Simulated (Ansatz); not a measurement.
## MoS2: stress against strain

MoS2 (2H layered, P6_3/mmc, 17.307 Å³/atom at rest, c along z) under a strain ε along c (axis z), the other axes held. PBE-D3(BJ) in Ansatz, a plane-wave DFT program (PAW, default set), 420 eV, 12×12×3 Γ-centred mesh, Fermi-Dirac smearing 0.05 eV; ions are relaxed within the symmetry of each cell. Stress is positive for a compressed cell.

Here s stands for strain and y for stress zz.

```
strain (%)  stress zz (GPa)
----------  ---------------
-1.20                  0.84
-0.60                  0.40
0.00                   0.00
0.60                  -0.35
1.20                  -0.66
3.00                      ?
```

Fit y of the 5 rows that show it with a straight line. Means: s 0, y 0.046. About the means, the sum of products is -2.2500 and the sum of squares of s is 3.6000; the slope is their ratio. Least squares gives y = 0.046 - 0.6250·s. Residuals (row less fit): 0.044, -0.021, -0.046, -0.021, 0.044; standard error 0.048 (degrees of freedom: 3). The slope gives the elastic constant C33 = 62 ± 3 GPa.

### Question
Predict the withheld y at s = 3.00 from the fit, and compare with the calculation.

### Answer
y = 0.046 - 0.6250 × 3.0 = -1.829 GPa. The calculation gives -1.41 GPa, 0.419 GPa above the prediction (18.6 % of the range of y in the table). The row lies outside the fitted rows, so this is an extrapolation. From the scatter of the fitted rows alone, a prediction at this place has a standard error of 0.092 GPa, so the miss is 4.6 times that.

One order more, fitted to all 11 runs of the series, follows each within 0.04, so the miss is the next term of a smooth law. Rows are the converged runs of the series near zero and its far end; series whose fitted rows scatter by over a few per cent of the range, as at a crossing or softening among them, aren't shown in this form. Most that stay on the fit to the last digits aren't either.
